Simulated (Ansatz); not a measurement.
Base system: KMnBr₃ in the cubic perovskite structure (space group Pm-3m, No. 221; a = 5.364 Å; ferromagnetic; a hypothetical phase, not in the database extracts checked).

(Cell as relaxed with PBE.)

Levels (all Ansatz, a quantum-chemistry and plane-wave program, PAW): PBE (420 eV, scalar-relativistic without spin-orbit coupling); PBEsol (420 eV, no SOC).

Each level relaxes its own structure.

```tsv
quantity	PBE	PBEsol
volume per atom	30.87 Å³	29.02 Å³
lattice parameter a	5.364 Å	5.255 Å
band gap	0.88 eV	0.60 eV
gap character	indirect, R → Γ	indirect, R → Γ
magnetic state	ferromagnetic	ferromagnetic
largest site moment	4.44 μB	4.37 μB
```

PBE's volume per atom lies 1.85 Å³ above PBEsol's (6.4 %); PBE's lattice parameter a lies 0.1096 Å above PBEsol's (2.1 %); PBE's band gap lies 0.285 eV above PBEsol's; PBE's largest site moment lies 0.07 μB above PBEsol's; the two agree on the gap character and magnetic state. Neither level is exact; PBEsol is the comparison here, not a measurement.

Whether these cells are dynamically stable was not tested. No Hubbard U is applied and the magnetic state is the run's own (KMnBr3 ferromagnetic); other magnetic orders, which need larger cells, were not tried and can change the gap. A gap here joins edges of opposite spin (a spin-flip gap). Many cubic perovskites are stable only at high temperature; tilts and polar distortions were not tested.
